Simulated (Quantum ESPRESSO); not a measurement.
# A series of runs on Mg5As (P1, 6 atoms in the cell)

```
Mg5As
1.0
    5.83380    -1.57222     0.00000
    5.83380     1.57222     0.00000
   -2.12699     0.00000     7.11680
Mg As
5 1
Direct
  0.70324   0.71770   0.93878
  0.33124   0.33276   0.67461
  0.05413   0.04043   0.58278
  0.69089   0.68378   0.33302
  0.99930   0.99041   0.01885
  0.38787   0.40158   0.28529
```

Base run A: Quantum ESPRESSO with PBEsol, SSSP 1.1.2 efficiency (PBE) pseudopotentials, self-consistent single point.

Its settings: ecutwfc = 35 Ry; ecutrho = 280 Ry; occupations = smearing; smearing = mp; degauss = 0.0099958 Ry; input_dft = pbesol; potentials = {Mg: Mg.pbe-n-kjpaw_psl.0.3.0.UPF, As: As.pbe-n-rrkjus_psl.0.2.UPF}; K_POINTS = automatic 5 5 3 0 0 0; conv_thr = 1e-10 Ry; mixing_beta = 0.3.

The starting cell comes from a database of computed structures (which also holds hypothetical and non-ambient phases and stackings), without a prior relaxation at this level. Its atoms were displaced at random from the sites of space group no. 8. Without a gap this mesh is coarse (it stands for a supercell whose shortest vector is 16 Å).

A dash stands where there is no value to compare (another energy zero or no entropy term, no result, no spin, no clean gap, or a mesh too coarse for one). Absolute energies have different zeros for different potentials, functionals, Hubbard and dispersion terms and are not compared across them.

Run A gave: pressure (GPa) -0.83; largest force (eV/Å) 0.267.

Runs:
- B: vdw_corr: default → grimme-d3; dftd3_version: default → 3; dftd3_threebody: default → false [PBEsol-D3(0)]
- C: vdw_corr: default → grimme-d3; dftd3_version: default → 4; dftd3_threebody: default → false [PBEsol-D3(BJ)]
- D: vdw_corr: default → grimme-d3; dftd3_version: default → 4; dftd3_threebody: default → true [PBEsol-D3(BJ) with three-body term]

Task: What does run B change against A?

Result: The pressure goes from -0.83 to -1.93 GPa and the largest force moves little (0.267 to 0.272 eV/Å).

Task: What does run D change against A?

Result: The pressure goes from -0.83 to -2.77 GPa and the largest force moves little (0.267 to 0.266 eV/Å).

Task: What does run C change against A?

Result: The pressure goes from -0.83 to -3.05 GPa and the largest force hardly changes (0.267 to 0.265 eV/Å).

```csv
run,pressure (GPa),largest force (eV/Å),dispersion energy (eV/atom)
A,-0.83,0.267,–
B,-1.93,0.272,-0.186
C,-3.05,0.265,-0.288
D,-2.77,0.266,-0.269
```
